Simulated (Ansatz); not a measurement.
CaWO4 (I4₁/a, No. 88) was calculated with r²SCAN (Ansatz, a first-principles code, PAW).

Settings: plane-wave cutoff 560 eV, 10×10×10 k mesh, Fermi–Dirac smearing 0.01 eV, no spin polarisation, scalar-relativistic PAW data made under PBE.

Computed at the level's own relaxed cell.

Question: Give the computed band gap, lattice constant a and lattice parameter c.

Answer: 
band gap: 4.60 eV
lattice constant a: 5.243 Å
lattice parameter c: 11.341 Å

Measured, for comparison: band gap 5.2 ± 0.3 eV (temperature not stated, no zero-point or thermal correction, absorption, reflection, one- and two-photon excitation; as tabulated in Mikhailik et al. (2004), doi:10.1103/physrevb.69.205110).

Spin–orbit coupling is not included.

The computed numbers hold no vibrational or temperature effects.

Computing time: roughly 5 core-minutes.
